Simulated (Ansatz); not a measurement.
## ZnSe: pressure 10 GPa

Take ZnSe in the zinc blende structure (space group F-43m, No. 216; a = 5.665 Å) as the base.

Modification: cell and atoms relaxed at a pressure of 10 GPa.

Level of theory: DFT with r2SCAN, PAW potentials and a 500 eV plane-wave cutoff in Ansatz (an electronic-structure program), without spin-orbit coupling. Settings: 10×10×10 k-points, 0.05 eV Fermi–Dirac smearing.

Volume per atom: 20.20 Å³ (base 22.73 Å³)
Density: 5.93 g/cm³ (base 5.27 g/cm³)
Lattice parameter a: 5.447 Å (base 5.665 Å)
Shortest interatomic distance: 2.359 Å (base 2.453 Å)
Band gap: 2.39 eV (base 1.87 eV)
Gap character: direct at Γ (base direct at Γ)
Electron mass: 0.14 mₑ (at Γ) (base 0.12 mₑ (at Γ))
Hole mass (degenerate bands, along [100]): 0.15, 0.51, 0.51 mₑ (at Γ) (base 0.13, 0.60, 0.60 mₑ (at Γ))
Valley order (the lowest conduction-band minima on the path, energy above the VBM, named in the base's zone): Γ 2.39 eV; X along ⟨100⟩ 3.05 eV; L along ⟨111⟩ 3.27 eV (base Γ 1.87 eV; L along ⟨111⟩ 3.05 eV; X along ⟨100⟩ 3.34 eV)

Final structure:

```yaml
crystal:
  lattice:
    - [0.00000, 2.72347, 2.72347]
    - [2.72347, 0.00000, 2.72347]
    - [2.72347, 2.72347, 0.00000]
  atoms:
    - { symbol: Se, position: [0.75000, 0.75000, 0.75000] }
    - { symbol: Zn, position: [0.00000, 0.00000, 0.00000] }
```

Load acts through the strain it causes; cell and atoms are relaxed under it. Masses are band curvatures over ±0.01 Å⁻¹ around the edge. Whether these cells are dynamically stable was not tested. Tetrahedral semiconductors of this kind turn to denser phases somewhere between about 1 and 50 GPa; those were not computed, so compressed cells here can lie past the real transition.
